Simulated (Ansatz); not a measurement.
**Alloy series in InAs**

Consider InAs in the zinc blende structure (space group F-43m, No. 216; a = 6.087 Å).

The other end (x = 1) is GaAs in the zinc blende structure (space group F-43m, No. 216): 22.66 Å³/atom, gap 0.42 eV.

Ga replaces a fraction x of In; each row is one arrangement (x, atoms in the cell, starting space group or random), fully relaxed.

Method: plane-wave PAW DFT at the PBEsol level (Ansatz, a program for electronic structure, 420 eV), no SOC, earlier PAW set.

Notes on the quantities. deviation of the volume from the linear: Vegard-type) interpolation.

| change | deviation of the volume from the linear | shortest interatomic distance |
|---|---|---|
| base | – | 2.636 Å |
| x(Ga) = 0.25, 8 atoms, R3m | ? | ? |
| x(Ga) = 0.5, 4 atoms, P-4m2 | ? | 2.478 Å |
| x(Ga) = 0.75, 8 atoms, Amm2 | ? | 2.436 Å |

Q: What belongs in the blanks?

A: 
- x(Ga) = 0.25, 8 atoms, R3m, deviation of the volume from the linear: 0.0 %
- x(Ga) = 0.25, 8 atoms, R3m, shortest interatomic distance: 2.452 Å
- x(Ga) = 0.5, 4 atoms, P-4m2, deviation of the volume from the linear: -0.3 %
- x(Ga) = 0.75, 8 atoms, Amm2, deviation of the volume from the linear: -0.1 %

Each cell is one ordered arrangement of few atoms, which overstates ordering effects compared with a random alloy. Whether these cells are dynamically stable was not tested. All final runs are without spin polarisation.
